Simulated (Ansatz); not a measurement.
A zone-centre phonon calculation of Lu2SeO2 (P-3m1, 5 atoms in the cell) with Ansatz (a first-principles code).

Method: LDA (PW92), default PAW files made with PBE (plane waves; Ansatz).

```yaml
crystal:
  lattice:
    - [3.72723, 0.00000, 0.00000]
    - [-1.86361, 3.22788, 0.00000]
    - [0.00000, 0.00000, 6.66678]
  atoms:
    - { symbol: Lu, position: [0.33333, 0.66667, 0.29320] }
    - { symbol: Lu, position: [0.66667, 0.33333, 0.70680] }
    - { symbol: Se, position: [0.00000, 0.00000, 0.00000] }
    - { symbol: O, position: [0.33333, 0.66667, 0.62510] }
    - { symbol: O, position: [0.66667, 0.33333, 0.37490] }
```

Reference input (self-consistent single point, DFT, LDA (PW92), plane waves, default PAW files made with PBE): basis.ecutwfc = 30.9 Ry; kpoints.mp_grid.grid = 8 8 4; hamiltonian.xc = lda; hamiltonian.pseudopotentials = {kind: paw} (the program's default PAW files); scf.occupations.method = fermi_dirac; scf.occupations.width = 0.0015 Ry. This run's input differs from it in these lines:

Ansatz 0.2 input:
```diff
@@ -13,3 +13,3 @@
 basis:
-  ecutwfc: 30.9 Ry
+  ecutwfc: 15.4 Ry
 kpoints:
@@ -23,8 +23,7 @@
   occupations:
-    method: fermi_dirac
-    width: 0.0015 Ry
-output:
-  forces: true
-  eigenvalues: true
-  stress: true
+    method: fixed
+phonons:
+  method: dfpt
+  dielectric: true
+  rigid_motions: translations
```

Output, abridged:

```
SCF iter   1: F=—  HF=-35472.949389 eV  |F-HF|=—  |Δ(HF+E_count)|=         —  Δρ=1.04e-1  dr2=4.67e0  ethr=1.77e-3  ⟨swp⟩=3.3  Hψ=9939  notcnv=0  defer=244
all-band conjugate gradients solve this SCF's bands
preconditioner: auto → Resta (q_TF=auto, 2.716 Å⁻¹)
SCF iter   2: F=—  HF=-35466.926757 eV  |F-HF|=—  |Δ(HF+E_count)|=    6.02e0  Δρ=3.08e-2  dr2=3.24e-1  ethr=1.77e-3  ⟨swp⟩=3.4  Hψ=9295  notcnv=0  defer=202
   [... lines left out ...]
SCF iter   9: F=—  HF=-35466.664601 eV  |F-HF|=—  |Δ(HF+E_count)|=   1.07e-9  Δρ=9.08e-6  dr2=6.90e-8  ethr=1.63e-9  ⟨swp⟩=2.0  Hψ=5915  notcnv=0  defer=186
SCF iter  10: F=—  HF=-35466.664601 eV  |F-HF|=—  |Δ(HF+E_count)|=   2.68e-9  Δρ=2.03e-6  dr2=7.08e-9  ethr=8.85e-11  ⟨swp⟩=2.1  Hψ=5187  notcnv=0  defer=186
SCF iter  11: F=—  HF=-35466.664601 eV  |F-HF|=—  |Δ(HF+E_count)|=  1.60e-10  Δρ=8.74e-7  dr2=1.02e-9  ethr=9.08e-12  ⟨swp⟩=2.0  Hψ=5742  notcnv=0  defer=186
SCF iter  12: F=-35466.664601 eV  HF=-35466.664601 eV  |F-HF|=4.37e-11  |Δ(HF+E_count)|=  2.33e-10  Δρ=3.98e-7  dr2=7.95e-11  ethr=1.00e-12  ⟨swp⟩=8.9  Hψ=19257  notcnv=0
SCF 1 converged in 12 iterations: F = -35466.664601 eV  dr2 = 7.95e-11
DFPT response loops at Γ: preconditioner auto → Resta (q_TF=auto, 2.716 Å⁻¹)  ε∞=6.0 (no band partly filled) …
── the response to a field inside a basis, on 8×8×4 k-points: an SCF that follows is theirs, and a resumed run solves both again ──
Crystal: 5 atoms, lattice volume = 80.208 Å³
Bands: 40, of which v1, the nominal top of the filled ones, is band 39 counted from 1 (38 counted from 0)
k-points: 72 of 256 (irreducible under 4 space group operations)
Initial density: handed on by an earlier stage of this run
Initial wavefunctions: pseudopotential atomic-orbital guess (no wavefunctions were taken with the density)
   [... lines left out ...]
WARN: field response: ε∞ stands inside a basis, on 8×8×4 points …
Free energy (F): -35466.664601 eV
Fermi energy:    13.326661 eV
   [... lines left out ...]
        121.96      2             0.0000
        149.51      1             1.8609
        167.74      1             0.8663
   [... 7 lines left out ...]
  optical modes at Γ + LO–TO along q̂ = [0.0000, 0.0000, 1.0000]:
      ω (cm⁻¹)  modes    IR ((D/Å)²/amu)
        121.96      2             0.0000
        149.51      2             3.7218
        226.49      1             0.0000
   [... 5 lines left out ...]
```

The run converged in 22 iterations. 

Summary of the result:
- Free energy E − TS (on the zero of these files): -35466.6646 eV
- Top of the valence band (on the code's own zero): 13.33 eV
- Gap on the k-point mesh: 1.67 eV
- Zone-centre frequencies (cm⁻¹; negative means imaginary): 0, 0, 0, 122, 122, 150, 150, 203, 226, 514, 514, 538, 579, 579, 580
- ε∞ at this k-point mesh, which may be far from converged in small-gap cells (xx, yy, zz): 5.86, 5.86, 5.85
- Born charges at this mesh (mean of the diagonal, e): Lu 3.87, Lu 3.87, Se -2.10, O -2.82, O -2.82

The starting cell comes from a database of computed structures (which also holds hypothetical and non-ambient phases and stackings), without a prior relaxation at this level. Its lattice was rescaled by up to half a per cent. Spin-orbit coupling is off. The cutoff lies below the one recommended for these files. The frequencies listed for the zone centre hold no LO-TO term.

Cost on one core of a shared machine: roughly 10 min.
